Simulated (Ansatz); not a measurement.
## Ag on the 1x1 (0001) surface of hcp Ru, one in a 2x2 cell, started at the site 'hollow Ru-Ru-Ru over Ru at depth 2.1 Å'

The numbers are results of PBE (plane waves to 420 eV, PAW; Ansatz, a program for electronic structure), not measurements.

Model: 17-atom slab, 6.3 Å thick at the start under the adsorbate (thin: gaps and levels are the slab's own), 6x6x1 mesh, Fermi-Dirac 0.1 eV, dipole correction, 8 atoms held, the rest relaxed; symmetry of the start imposed; no spin, no spin-orbit, no U, no dispersion correction. At the end it is bonded to 3 Ru. In PBE it is, or lies within 0.03 eV of, the lowest of the starts that converged.

| Quantity | Value |
|---|---|
| adsorption energy against an atom of fcc Ag | 0.078 eV |
| work function of the top face | 3.74 eV |
| change of the work function | -1.26 eV |
| change of the step from the bottom to the top vacuum level, against the clean slab | -1.25 eV |
| energy released by relaxation | 0.18 eV |
| height of the binding atom over the mean of the host atoms within 0.3 Å of the top one | 2.260 Å |
| nearest host atoms of the binding atom | Ru at 2.77 Å, Ru at 2.77 Å, Ru at 2.77 Å |
| largest move of a host atom | 0.02 Å |
| cost | around 4 core-minutes (rough) |

A negative adsorption energy means that the adsorbate is more stable on the surface than in its reference.
